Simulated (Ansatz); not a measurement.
# Point defect B on the Si site + B on the Si site + B interstitial in silicon

Method: PBE, PAW (plane waves to 420 eV; Ansatz, a quantum-chemistry and plane-wave program). A 2×2×2 supercell of 64 sites was used; the energies come from a 2×2×2 shifted sampling of its zone. Sites at the start: the Si site; Si 2.37 Å away; in the bent bond between the two. Charged cells carry a point-charge image correction with potential alignment at far atoms. Dielectric constants: PBE linear response of the host. Host gap at this level: 0.61 eV. These values are not converged in cell size to better than tenths of an eV. The semilocal functional narrows the gap, so deep levels can fall outside it. Spin–orbit coupling is left out. Each state is the lowest found from its start.

Formation energies E_f are given with the Fermi level at the valence-band maximum. Chemical conditions: host crystal and elements as references (Δμ(Si) = 0.00 eV, Δμ(B) = 0.00 eV; B taken from its element, since no compound that bounds it was computed at this level; only phases computed here count, gases as isolated molecules at 0 K). Reference phases: B: alpha boron, Si: silicon.

```json
[
 {"charge": "+1†", "moment (μB)": "not spin-polarised", "point group": "–", "largest move off a lattice site (Å)": "0.39", "image correction with alignment (eV)": "-0.08", "E_f, host crystal and elements as references (eV)": "–"},
 {"charge": "0†", "moment (μB)": "quenched", "point group": "–", "largest move off a lattice site (Å)": "0.39", "image correction with alignment (eV)": "0.00", "E_f, host crystal and elements as references (eV)": "2.56"},
 {"charge": "−1", "moment (μB)": "not spin-polarised", "point group": "D3d", "largest move off a lattice site (Å)": "0.39", "image correction with alignment (eV)": "0.23", "E_f, host crystal and elements as references (eV)": "2.49"}
]
```

† Not settled in this cell, so no level is given: charge +1: a level filled in part, carriers not clearly localised, level within 0.1 eV of a band edge or past it; charge 0: a level filled in part, carriers not clearly localised, level within 0.1 eV of a band edge or past it.

Point groups are those of the whole cell at tolerances of 0.03 and 0.1 Å ("near" where only the looser one holds); none is given for unsettled states.

Starting moments that weren't kept: charge 0 began with 1 μB and ended with 0.0.

All states together cost roughly 80 core-minutes.
